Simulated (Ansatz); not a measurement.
Output of an Ansatz run (abridged):

```
WARN ansatz: RAYON_NUM_THREADS=1 ignored (pool sized by the plan → 1); use --threads N
Pseudopotentials: kind: paw
Pseudopotential: Co, paw, valence charge 17
Pseudopotential: Si, paw, valence charge 4
Crystal: 8 atoms, lattice volume = 86.743 Å³
Basis set: ecut = 420 eV, 1743 PW (Γ)
Bands: 51, of which v1, the nominal top of the filled ones, is band 42 counted from 1 (41 counted from 0)
Symmetry: 3 space group operations
Space group: R3 (ITA 146), of the structure as read, at distance tolerance 4.4e-5 Å
k-points: 90 of 512 (time reversal used)
PAW frozen core: Co, regenerated for the run's functional, and the local potential with it
PAW frozen core: Si, regenerated for the run's functional, and the local potential with it
Initial density: superposition of atomic densities (neutral atoms: chi_scale 0, normalization atom), corrected by the library's trained network
Initial wavefunctions: pseudopotential atomic-orbital guess
Eigensolver: davidson
Functional: x = slater, c = lda
SCF iter   1: F=—  HF=-22691.653057 eV  |F-HF|=—  |Δ(HF+E_count)|=         —  Δρ=1.13e-2  dr2=3.18e-2  ethr=1.77e-3  ⟨swp⟩=7.0  Hψ=18009  notcnv=0  defer=11
all-band conjugate gradients solve this SCF's bands
preconditioner: auto → Kerker (q_TF=auto, 2.714 Å⁻¹)
SCF iter   2: F=—  HF=-22691.642383 eV  |F-HF|=—  |Δ(HF+E_count)|=   1.07e-2  Δρ=4.68e-3  dr2=7.14e-3  ethr=3.78e-5  ⟨swp⟩=2.0  Hψ=8013  notcnv=0  defer=29
SCF iter   3: F=—  HF=-22691.640493 eV  |F-HF|=—  |Δ(HF+E_count)|=   1.89e-3  Δρ=1.23e-3  dr2=1.06e-3  ethr=8.49e-6  ⟨swp⟩=2.0  Hψ=8131  notcnv=0  defer=29
SCF iter   4: F=—  HF=-22691.640237 eV  |F-HF|=—  |Δ(HF+E_count)|=   2.56e-4  Δρ=2.82e-4  dr2=3.70e-5  ethr=1.26e-6  ⟨swp⟩=2.2  Hψ=6261  notcnv=0  defer=29
SCF iter   5: F=—  HF=-22691.640247 eV  |F-HF|=—  |Δ(HF+E_count)|=   1.05e-5  Δρ=7.97e-5  dr2=3.45e-6  ethr=4.41e-8  ⟨swp⟩=2.5  Hψ=7939  notcnv=0  defer=29
SCF iter   6: F=—  HF=-22691.640246 eV  |F-HF|=—  |Δ(HF+E_count)|=   9.60e-7  Δρ=2.90e-5  dr2=5.49e-7  ethr=4.11e-9  ⟨swp⟩=2.2  Hψ=6960  notcnv=0  defer=29
SCF iter   7: F=-22691.640246 eV  HF=-22691.640246 eV  |F-HF|=1.80e-8  |Δ(HF+E_count)|=   9.37e-8  Δρ=5.63e-6  dr2=1.97e-8  ethr=1.19e-10  ⟨swp⟩=8.6  Hψ=17768  notcnv=0
SCF 1 converged in 7 iterations: F = -22691.640246 eV  dr2 = 1.97e-8
SCF converged after 7 iterations
Free energy (F): -22691.640246 eV
Harris-Foulkes:  -22691.640246 eV  (|F-HF|=1.80e-8)
Internal energy: -22691.633460 eV  (E = F + TS)
E sigma→0 (E₀):  -22691.636853 eV
Entropy (-TS):   -0.006786 eV (-0.848 meV/atom)
Fermi energy:    16.422219 eV
--- Per-component energies (eV) ---
  E_band       = -953.600750
  E_kinetic    = 2012.653539
  E_local      = -14223.574521  (includes V_loc(G=0)·N_el)
  E_nonlocal   = 1948.121042
  E_hartree    = 6158.909527
  E_xc         = -863.281103
  E_vxc        = -1025.020611  (∫ρ·V_xc dr)
  E_paw        = -7762.310386  (= ΣΔE_a)
  E_vpaw       = -1983.609986  (= ΣTr[D̂ρ^β])
  E_aug_tail   = 0.000125  (compensation charges beyond the density's cutoff)
  E_ewald      = -9964.162008
  E_core_change = 2.010325  (= ΣΔE_core)
  E_smearing   = -0.006786  (= −TS)
  E_closure    = 0.000000  (closes the sum)
  Σ components = -22691.640246   (vs F -22691.640246, Δ=0.00e0)
--- Forces (eV/Å), atoms counted from 1 ---
  atom   1  Co     0.01436639     0.07311592    -0.00371794
  atom   2  Co    -0.00371794     0.01436639     0.07311592
  atom   3  Co    -0.29909347    -0.29909347    -0.29909347
  atom   4  Co     0.07311592    -0.00371794     0.01436639
  atom   5  Si     0.06648519    -0.02935273     0.11887703
  atom   6  Si     0.11887703     0.06648519    -0.02935273
  atom   7  Si     0.05932154     0.05932154     0.05932154
  atom   8  Si    -0.02935273     0.11887703     0.06648519
  max |Σ_I F_I| component: 1.92e-6 eV/Å
--- Stress (GPa, compression-positive) ---
      -11.983971      -0.013838      -0.013838
       -0.013838     -11.983971      -0.013838
       -0.013838      -0.013838     -11.983971
  P = ⅓ Tr σ = -11.9840 GPa (-119.840 kbar)
  The stress holds the Pulay correction. Without it, at fixed plane waves, as pw.x and ABINIT print it: P = -12.1450 GPa
--- Band table (eV; the first three rows and the last of 90) ---
  k-point 0: bands = ["-77.6194", "-77.6087", "-77.6087", "-77.6000", "-41.4154", "-41.4154", "-41.4064", "-41.3687", "-41.3428", "-41.3386", "-41.3386", "-41.3018", "-41.3018", "-41.2865", "-41.2840", "-41.2840", "2.7563", "8.2497", "8.2497", [...]
  k-point 1: bands = ["-77.6191", "-77.6095", "-77.6081", "-77.6000", "-41.4181", "-41.4136", "-41.4045", "-41.3698", "-41.3467", "-41.3414", "-41.3319", "-41.3015", "-41.3003", "-41.2876", "-41.2850", "-41.2837", "2.8732", "7.4633", "8.3232", [...]
  k-point 2: bands = ["-77.6182", "-77.6108", "-77.6078", "-77.5999", "-41.4201", "-41.4140", "-41.3995", "-41.3731", "-41.3505", "-41.3449", "-41.3234", "-41.3007", "-41.2971", "-41.2902", "-41.2869", "-41.2839", "3.2202", "6.4841", "8.5372", [...]
  k-point 89: bands = ["-77.6117", "-77.6117", "-77.6117", "-77.6014", "-41.4086", "-41.4080", "-41.4080", "-41.3962", "-41.3348", "-41.3322", "-41.3303", "-41.3303", "-41.2865", "-41.2865", "-41.2822", "-41.2822", "6.9942", "7.0062", "7.0062", [...]
```

The structure:

```
CELL_PARAMETERS angstrom
      4.42668     0.00000     0.00000
      0.00000     4.42668     0.00000
      0.00000     0.00000     4.42668
ATOMIC_POSITIONS crystal
  Co 0.85600 0.64400 0.35600
  Co 0.35600 0.85600 0.64400
  Co 0.15052 0.15052 0.15052
  Co 0.64400 0.35600 0.85600
  Si 0.15700 0.34300 0.65700
  Si 0.65700 0.15700 0.34300
  Si 0.84300 0.84300 0.84300
  Si 0.34300 0.65700 0.15700
```

Problem. Reconstruct the input of this run.

Solution. Other spellings and defaults could give the same log, and not every line can be read from it. The input that was run (DFT, LDA (PW92), plane waves, default PAW files made with PBE):

Ansatz 0.2 input:
```yaml
crystal:
  lattice:
    - [4.42668000, 0.00000000, 0.00000000]
    - [0.00000000, 4.42668000, 0.00000000]
    - [0.00000000, 0.00000000, 4.42668000]
  atoms:
    - { symbol: Co, position: [0.85600000, 0.64400000, 0.35600000] }
    - { symbol: Co, position: [0.35600000, 0.85600000, 0.64400000] }
    - { symbol: Co, position: [0.15052100, 0.15052100, 0.15052100] }
    - { symbol: Co, position: [0.64400000, 0.35600000, 0.85600000] }
    - { symbol: Si, position: [0.15700000, 0.34300000, 0.65700000] }
    - { symbol: Si, position: [0.65700000, 0.15700000, 0.34300000] }
    - { symbol: Si, position: [0.84300000, 0.84300000, 0.84300000] }
    - { symbol: Si, position: [0.34300000, 0.65700000, 0.15700000] }
basis:
  ecutwfc: 420.0
kpoints:
  mp_grid: { grid: [8, 8, 8] }
hamiltonian:
  xc: lda
  pseudopotentials: { kind: paw }
scf:
  occupations: { method: gaussian, width: 0.1 }
output:
  forces: true
  eigenvalues: true
  stress: true
```

The starting cell has typed, rounded lattice constants, without a prior relaxation at this level. Its lattice was rescaled by up to half a per cent. One atom was moved a little off its site on purpose. Spin polarisation is off. With a pressure of about -12 GPa the cell is away from its equilibrium volume at this level. Ansatz's pressure includes its estimate of the finite-basis (Pulay) stress.

Ansatz is an electronic-structure program.
